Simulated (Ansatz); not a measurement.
## A computed series for BAs: carrier doping

Start from BAs in the wurtzite structure (space group P6_3mc, No. 186; a cell from a computed database, its experimental status unchecked).

Space group P6₃mc (No. 186); a = b = 3.3544 Å, c = 5.5538 Å, α = β = 90.00°, γ = 120.00°

| atom | site | symmetry | x | y | z |
|---|---|---|---|---|---|
| B | 2b | 3m. | 0.3333 | 0.6667 | 0.3746 |
| As | 2b | 3m. | 0.3333 | 0.6667 | 0.0004 |

Carriers are added at fixed cell with a uniform background; the Fermi–Dirac width is that of 300 K.

Computed with Ansatz (a quantum-chemistry and plane-wave program) PBEsol, without spin-orbit coupling.

Notes on the quantities. Fermi level from band edge: Fermi level relative to the doped band's edge (positive inside the band; to 0.05 eV).

```json
[
 {"hole density (10^21 cm⁻³)": "1", "Fermi level from band edge (eV)": "0.50"},
 {"hole density (10^21 cm⁻³)": "3", "Fermi level from band edge (eV)": "0.90"},
 {"hole density (10^21 cm⁻³)": "5", "Fermi level from band edge (eV)": "?"},
 {"hole density (10^21 cm⁻³)": "7", "Fermi level from band edge (eV)": "1.35"}
]
```

Task: Fit E_F = C n^s, fitted as a line in log–log form (a parabolic band gives s = 2/3) to the rows shown and predict the withheld row.

Result: Least squares on the printed values gives C = 0.50 eV, s = 0.51 (largest residual 0.02 eV); this predicts 1.15 eV, and the run gives 1.15 eV, in agreement.

Charged cell with a jellium background: band edges are those of the host's band count, energies are not comparable with the neutral cell, and many-body gap narrowing is missing. Stability against distortions was not tested. This is not the structure that BAs has at room temperature and ambient pressure.
